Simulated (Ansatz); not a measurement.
## A constructed model of the (0001) surface of hcp Re, a pseudomorphic layer of Au in the host's stacking (bottom of the slab: a bare face, its two planes held)

Level of theory: PBE (plane waves to 420 eV, PAW; Ansatz, an electronic-structure program).

Slab: 7 atoms, 13.7 Å thick at the start; k 15x15x1, smearing 0.1 eV, dipole-corrected; 2 atoms held, the rest relaxed; symmetry of the start imposed; no spin, no spin-orbit, no U. It is one candidate, not shown to be the stable structure of the face.

```json
{
  "work_function_of_the_top_face": "5.12 eV",
  "energy_released_by_relaxation": "0.094 eV",
  "cost": "roughly 2.5 core-minutes"
}
```
